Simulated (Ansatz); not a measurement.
## Effect of pressure 3 GPa on InSb

Take InSb in the zinc blende structure (space group F-43m, No. 216; a = 6.556 Å) as the base.

Now apply this change: a hydrostatic pressure of 3 GPa.

The values are results of DFT with r2SCAN, PAW potentials and a 500 eV plane-wave cutoff in Ansatz (a first-principles code), spin-orbit coupling left out, not measurements. k-mesh 12×12×12 (Γ-centred); smearing 0.05 eV (Fermi–Dirac).

```csv
quantity,base,changed,shift
volume per atom,35.22 Å³,33.18 Å³,-2.04 Å³
density,5.58 g/cm³,5.92 g/cm³,+0.34 g/cm³
shortest interatomic distance,2.839 Å,2.783 Å,-0.056 Å
band gap,zero,0.39 eV,–
electron mass,–,0.024 mₑ (at Γ),–
"hole mass (degenerate bands, along [100])",–,"0.023, 0.29, 0.29 mₑ (at Γ)",–
"valley order (the lowest conduction-band minima on the path, energy above the VBM, named in the base's zone)","Γ 0.02 eV; L along ⟨111⟩ 0.77 eV; a point along ⟨100⟩, about 0.8 Å⁻¹ from Γ 1.48 eV","Γ 0.39 eV; L along ⟨111⟩ 0.89 eV; a point along ⟨100⟩, about 0.8 Å⁻¹ from Γ 1.41 eV",–
```

Final structure:

```yaml
crystal:
  lattice:
    - [0.00000, 3.21349, 3.21349]
    - [3.21349, 0.00000, 3.21349]
    - [3.21349, 3.21349, 0.00000]
  atoms:
    - { symbol: Sb, position: [0.75000, 0.75000, 0.75000] }
    - { symbol: In, position: [0.00000, 0.00000, 0.00000] }
```

With Sb present, leaving out spin-orbit coupling can change the band edges. Load acts through the strain it causes; cell and atoms are relaxed under it. Masses are band curvatures over ±0.01 Å⁻¹ around the edge. Whether these cells are dynamically stable was not tested. Tetrahedral semiconductors of this kind turn to denser phases somewhere between about 1 and 50 GPa; those were not computed, so compressed cells here can lie past the real transition. The final runs are not spin-polarised. Gaps under 0.05 eV, about the width of the smearing, are given as zero. The zero or small gap of InSb can change with the level of theory.
